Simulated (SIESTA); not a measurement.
## SIESTA run on BaTiO₃ (Amm2, 5 atoms in the cell): self-consistent single point

Level of theory: LDA PW92, numerical atomic orbitals TZP, PseudoDojo LDA standard norm-conserving potentials (rewritten from UPF to PSML) (SIESTA).

The input file:

```
# files in the folder: Ba.psml Ti.psml O.psml (PseudoDojo LDA standard)
SystemName  BaTiO3
SystemLabel siesta

NumberOfAtoms                5
NumberOfSpecies              3
%block ChemicalSpeciesLabel
  1 56 Ba
  2 22 Ti
  3 8 O
%endblock ChemicalSpeciesLabel
LatticeConstant              1.0 Ang
%block LatticeVectors
     3.982800000    0.000000000    0.000000000
     0.000000000    2.837250000    2.847300000
     0.000000000   -2.837250000    2.847300000
%endblock LatticeVectors
AtomicCoordinatesFormat      Ang
%block AtomicCoordinatesAndAtomicSpecies
     0.000000000    0.000000000    0.000000000  1
     1.991400000   -0.000000000    2.944108200  2
     0.000000000    0.000000000    2.784659400  3
     1.991400000   -1.384010550    4.262009478  3
     1.991400000    1.384010550    4.262009478  3
%endblock AtomicCoordinatesAndAtomicSpecies

XC.functional                LDA
XC.authors                   PW92
PAO.BasisSize                TZP
PAO.EnergyShift              0.01 Ry
MeshCutoff                   400 Ry
%block kgrid.MonkhorstPack
    8   0   0  0.5
    0   8   0  0.5
    0   0   8  0.5
%endblock kgrid.MonkhorstPack
OccupationFunction           MP
OccupationMPOrder            0
ElectronicTemperature        0.1 eV

MaxSCFIterations             150
SCF.Mixer.Method             Pulay
SCF.Mixer.Weight             0.1
SCF.Mixer.History            6
SCF.DM.Tolerance             1.0E-05
Diag.ParallelOverK           true
WriteForces                  true
```

Output (repeated stretches shortened):

```
reinit: Reading from file input.fdf

reinit: System Name: BaTiO3
reinit: System Label: siesta

coor:   Atomic-coordinates input format  =     Cartesian coordinates
coor:                                          (in Angstroms)

siesta: Atomic coordinates (Bohr) and species
siesta:      0.00000   0.00000   0.00000  1        1
siesta:      3.76320  -0.00000   5.56356  2        2
siesta:      0.00000   0.00000   5.26224  3        3
siesta:      3.76320  -2.61540   8.05403  3        4
siesta:      3.76320   2.61540   8.05403  3        5

siesta: System type = bulk

initatomlists: Number of atoms, orbitals, and projectors:      5    86    75

siesta: ******************** Simulation parameters ****************************
redata: Spin configuration                          = none
redata: Time-Reversal Symmetry                      = T
redata: Number of Atomic Species                    =        3
redata: Mesh Cutoff                                 =   400.0000 Ry
redata: Net charge of the system                    =     0.0000 |e|
redata: Min. number of SCF Iter                     =        0
redata: Max. number of SCF Iter                     =      150
redata: SCF convergence failure will abort job
redata: SCF mix quantity                            = Hamiltonian
redata: Mix DM or H after convergence               =   F
redata: Recompute H after scf cycle                 =   F
redata: Mix DM in first SCF step                    =   T
redata: No kicks to SCF
redata: DM Mixing Weight for Kicks                  =     0.5000
redata: Require Harris convergence for SCF          =   F
redata: Harris energy tolerance for SCF             =     0.000100 eV
redata: Require DM convergence for SCF              =   T
redata: DM tolerance for SCF                        =     0.000010
redata: Require EDM convergence for SCF             =   F
redata: EDM tolerance for SCF                       =     0.001000 eV
redata: Require H convergence for SCF               =   T
redata: Hamiltonian tolerance for SCF               =     0.001000 eV
redata: Require (free) Energy convergence for SCF   =   F
redata: (free) Energy tolerance for SCF             =     0.000100 eV
redata: Using DFT-D3 dispersion                     =   F
redata: Using Saved Data (generic)                  =   F
redata: Method of Calculation                       = Diagonalization
redata: Electronic Temperature                      =  1160.4518 K
redata: Number of TDED substeps                     =        3
redata: Dynamics option                             = Single-point calculation
redata: Save all siesta data in one NC              =   F
redata: ***********************************************************************

%block SCF.Mixers
  Pulay
%endblock SCF.Mixers

%block SCF.Mixer.Pulay
  # Mixing method
  method pulay
  variant stable

  # Mixing options
  weight 0.1000
  weight.linear 0.1000
  history 6
%endblock SCF.Mixer.Pulay

DM_history_depth set to one: no extrapolation allowed by default for geometry relaxation
Size of DM history Fstack: 1
Total number of electrons:    40.000000
Total ionic charge:    40.000000

* ProcessorY, Blocksize:    1  64

* Orbital distribution balance (max,min):    86    86

 Kpoints in:          256 . Kpoints trimmed:          256

siesta: k-grid: Number of k-points = 256
siesta: k-points from Monkhorst-Pack grid
siesta: k-cutoff (effective) =    15.931 Ang
siesta: k-point supercell and displacements
siesta: k-grid:     8     0     0      0.500
siesta: k-grid:     0     8     0      0.500
siesta: k-grid:     0     0     8      0.500

diag: Algorithm                                     = D&C
diag: Parallel over k                               =   F
diag: Use parallel 2D distribution                  =   F
diag: Parallel block-size                           = 64
diag: Parallel distribution                         =     1 x     1
diag: Used triangular part                          = Lower
diag: Absolute tolerance                            =  0.100E-15
diag: Orthogonalization factor                      =  0.100E-05
diag: Memory factor                                 =  1.0000

superc: Internal auxiliary supercell:     5 x     5 x     5  =     125
superc: Number of atoms, orbitals, and projectors:    625  10750   9375

                        Single-point calculation

superc: Internal auxiliary supercell:     5 x     5 x     5  =     125
superc: Number of atoms, orbitals, and projectors:    625  10750   9375

outcell: Unit cell vectors (Ang):
        3.982800    0.000000    0.000000
        0.000000    2.837250    2.847300
        0.000000   -2.837250    2.847300

outcell: Cell vector modules (Ang)   :    3.982800    4.019590    4.019590
outcell: Cell angles (23,13,12) (deg):     89.7974     90.0000     90.0000
outcell: Cell volume (Ang**3)        :     64.3501
new_DM -- step:     1
Initializing Density Matrix...

Attempting to read DM from file... Failed...
DM filled with atomic data:

InitMesh: MESH = 48 x 50 x 50 = 120000
InitMesh: Mesh cutoff (required, used) =   400.000   401.428 Ry

stepf: Methfessel-Paxton step function
       Using Hermite-Gauss polynomials of order  0

        iscf     Eharris(eV)        E_KS(eV)     FreeEng(eV)     dDmax    Ef(eV) dHmax(eV)
   scf:    1    -3683.397440    -3720.124481    -3720.124481  2.658307 -7.627804 15.807836
   scf:    2    -3731.633142    -3726.260876    -3726.260876  0.289406 -5.187391 11.582027
   scf:    3    -3724.482954    -3731.041670    -3731.041670  0.535903 -7.151888  5.301232
   scf:    4    -3732.892290    -3732.651283    -3732.651283  0.081745 -7.560208  1.161874
   scf:    5    -3732.756756    -3732.711888    -3732.711888  0.166036 -6.868437  0.272857
   scf:    6    -3732.262456    -3732.557178    -3732.557178  0.069222 -7.141172  1.883052
   [... 4 lines left out ...]
   scf:   11    -3732.715006    -3732.714941    -3732.714941  0.003376 -6.842834  0.009080
   scf:   12    -3732.714944    -3732.714942    -3732.714942  0.000056 -6.842135  0.005656
   scf:   13    -3732.714944    -3732.714943    -3732.714943  0.000100 -6.840954  0.000696
   scf:   14    -3732.714944    -3732.714943    -3732.714943  0.000126 -6.840690  0.000114
   scf:   15    -3732.714943    -3732.714943    -3732.714943  0.000007 -6.840684  0.000070

SCF Convergence by DM+H criterion
max |DM_out - DM_in|         :     0.0000068772
max |H_out - H_in|      (eV) :     0.0000698417
SCF cycle converged after 15 iterations

Using DM_out to compute the final energy and forces

siesta: E_KS(eV) =            -3732.7149

siesta: E_KS - E_eggbox =     -3732.7149

siesta: Atomic forces (eV/Ang):
     1   -0.000000   -0.000000    0.262033
     2    0.000000   -0.000000    0.210121
     3    0.000000    0.000000    0.290633
     4    0.000000    0.160343   -0.381946
     5    0.000000   -0.160343   -0.381946
   Tot    0.000000   -0.000000   -0.001105
   Max    0.381946
   Res    0.189818    sqrt( Sum f_i^2 / 3N )
   Max    0.381946    constrained

Stress tensor Voigt[x,y,z,yz,xz,xy] (kbar):       69.97       68.25       74.72       -0.00        0.00        0.00
(Free)E + p*V (eV/cell)    -3735.5658
Target enthalpy (eV/cell)    -3732.7149

siesta: Program's energy decomposition (eV):
siesta: Ebs     =      -877.626633
siesta: Eions   =      5585.987886
siesta: Ena     =       950.531666
siesta: Ekin    =      1713.420232
siesta: Enl     =       -95.920656
siesta: Eso     =         0.000000
siesta: Edftu   =         0.000000
siesta: DEna    =        35.514259
siesta: DUscf   =         2.385801
siesta: DUext   =         0.000000
siesta: Ex      =      -674.491984
siesta: Ec      =       -78.166374
siesta: Exc     =      -752.658358
siesta: Eharris =     -3732.714943
siesta: Etot    =     -3732.714943
siesta: FreeEng =     -3732.714943

siesta: Atomic forces (eV/Ang):
siesta:      1   -0.000000   -0.000000    0.262033
siesta:      2    0.000000   -0.000000    0.210121
siesta:      3    0.000000    0.000000    0.290633
siesta:      4    0.000000    0.160343   -0.381946
siesta:      5    0.000000   -0.160343   -0.381946
siesta: ----------------------------------------
siesta:    Tot    0.000000   -0.000000   -0.001105

siesta: Stress tensor (static) (eV/Ang**3):
siesta:     0.043674    0.000000    0.000000
siesta:     0.000000    0.042596   -0.000000
siesta:     0.000000   -0.000000    0.046635

siesta: Cell volume =         64.350115 Ang**3

siesta: Pressure (static):
siesta:                Solid            Molecule  Units
siesta:          -0.00048251         -0.00035453  Ry/Bohr**3
siesta:          -0.04430192         -0.03255128  eV/Ang**3
siesta:         -70.97950020        -52.15289710  kBar
```

The run converged in 15 iterations.

The starting cell comes from a database of published, mostly measured structures (it also holds non-ambient and calculated ones), without a prior relaxation at this level. Values carry the incompleteness of an atom-centred basis. With a pressure of about -7 GPa the cell is away from its equilibrium volume at this level.

Cost on one core of a shared machine: roughly 2 min.
